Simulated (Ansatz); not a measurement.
Cubic perovskite LaCrO3 (model structure), treated with LDA (PAW; Ansatz, a program for electronic structure).

Run with plane-wave cutoff 500 eV, 8×8×10 k mesh (along the axes of the cell as run), Fermi–Dirac smearing 0.05 eV, magnetic order C, spin-polarised with opposed moments, scalar-relativistic PAW data made under PBE.

Cell (relaxed at this level):

```cif
data_Cr2La2O6
_chemical_formula_sum 'La2 Cr2 O6'
_space_group_name_H-M_alt 'P 1'
_space_group_IT_number 1
_cell_length_a 5.33802
_cell_length_b 5.33802
_cell_length_c 3.83319
_cell_angle_alpha 90.000
_cell_angle_beta 90.000
_cell_angle_gamma 90.000
loop_
_space_group_symop_operation_xyz
  'x, y, z'
loop_
_atom_site_label
_atom_site_type_symbol
_atom_site_fract_x
_atom_site_fract_y
_atom_site_fract_z
_atom_site_occupancy
La1 La 0.00000 0.00000 0.00000 1
La2 La 0.50000 0.50000 0.00000 1
Cr1 Cr 0.50000 0.00000 0.50000 1
Cr2 Cr 0.00000 0.50000 0.50000 1
O1 O 0.50000 0.00000 0.00000 1
O2 O 0.00000 0.50000 0.00000 1
O3 O 0.25000 0.25000 0.50000 1
O4 O 0.75000 0.75000 0.50000 1
O5 O 0.25000 0.75000 0.50000 1
O6 O 0.75000 0.25000 0.50000 1
```

Estimate the band gap that the calculation returns.


- band gap = 0.55 eV (on the SCF k mesh)

Note: the magnetic order was assumed, not searched for or taken from measurement.

Spin–orbit coupling is not included.

A model structure was made by putting elements into a prototype or built by hand; it is no filed structure, need not be a known phase, and can be a saddle point held by its symmetry.
